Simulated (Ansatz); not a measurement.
## MgSc3N (model structure, started from the Ni3MgC type, Pm-3m, No. 221, 5 atoms in the cell): properties by level of theory

| level (code) | equilibrium lattice constant a (Å) | bulk modulus (GPa) | cohesive energy (eV/atom) |
|---|---|---|---|
| LDA (Ansatz) | ? | ? | ? |
| PBE (Ansatz) | 4.521 | ? | 4.63 |
| PBEsol (Ansatz) | 4.474 | 96.0 | ? |
| r²SCAN (Ansatz) | 4.512 | 96.7 | 4.62 |

Problem. Complete the blanks.

Solution. 
- LDA (Ansatz, a first-principles code), equilibrium lattice constant a (Å): 4.423
- LDA (Ansatz), bulk modulus (GPa): 102
- LDA (Ansatz), cohesive energy (eV/atom): 5.41
- PBE (Ansatz), bulk modulus (GPa): 90.6
- PBEsol (Ansatz), cohesive energy (eV/atom): 5.02

Caveats: the bulk modulus is −V dP/dV from two relaxed cells at ±2 % in volume (LDA, PBE, PBEsol, r²SCAN). Ansatz's density-functional and Hartree–Fock values are scalar-relativistic unless marked +SOC, with PAW data made under PBE.

Free atoms are spin-polarised, in the lowest state found; at levels without +SOC their spin–orbit coupling is left out.

Computed values are for the static lattice.

A model structure was made by putting elements into a prototype or built by hand; it is no filed structure, need not be a known phase, and can be a saddle point held by its symmetry.
